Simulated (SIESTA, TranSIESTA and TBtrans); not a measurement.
Run with TranSIESTA and TBtrans (open boundaries, self-consistent; PseudoDojo norm-conserving potentials, scalar-relativistic): Spin polarized, PAO.BasisSize DZP, PAO.EnergyShift 0.15 eV, XC.Authors PBE, Mesh.Cutoff 200 Ry, ElectronicTemperature 300 K, TS.Voltage 0.0 eV, TBT.Elecs.Eta 0.001 eV.

Junction: Ta chain with one O atom inserted. Leads: straight Ta chain, spacing 2.491 Å. Geometry: 3 atoms about the centre moved by SIESTA (PBE, DZP) to a largest force of 0.02 eV/Å, all others as built, motion along the axis alone.

Q: Predict: conductance at 300 K (G0 = 2e²/h); mean T from −0.5 to 0.5 eV; spin polarisation of the conductance, (up − down)/(up + down).

A: conductance at 300 K (G0 = 2e²/h): 0.73; mean T from −0.5 to 0.5 eV: 0.75; spin polarisation of the conductance, (up − down)/(up + down): 0.09. The magnetic order of the leads was set by the start, and no other order was tried; the separate lead runs end at 1.12 (left) and 1.12 (right) μB an atom. The straight chain is held at its spacing; free chains may zigzag or dimerise. Spin-orbit coupling, left out here, matters for the heavy atoms.
